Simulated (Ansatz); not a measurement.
The starting structures come from a database of crystals and need not be the phases stable at ambient conditions.

Where the default PAW files enter, the runs use the earlier of Ansatz's two default sets.

Inside the gap of an insulator the Bloch states are evanescent, with a wavenumber k + iκ along the transport direction.

```xyz
2
Lattice="3.4438 0.0000 0.0000 -1.7219 2.9824 0.0000 1.7219 -0.9941 2.8119" Properties=species:S:1:pos:R:3 pbc="T T T"
Be     0.0000     0.0000     0.0000
S      3.4438     0.0000     2.1089
```

Space group of this cell: F-43m, zinc blende. The cell is taken as given; by PBEsol its mean pressure is -1.9 GPa.

Transport runs along the normal of the first two printed cell vectors, the (111) plane of the conventional cell.

The gap is the functional's own. No spin-orbit coupling. Mid-gap values are those at the computed energy nearest the middle.

### Question
Give the band gap and the smallest decay constant κ at mid-gap that PBEsol (Ansatz, a quantum-chemistry and plane-wave program) yields.

### Answer
Gap 2.95 eV on a 10×10×10 mesh; κ = 0.231 1/Å, at the zone centre.
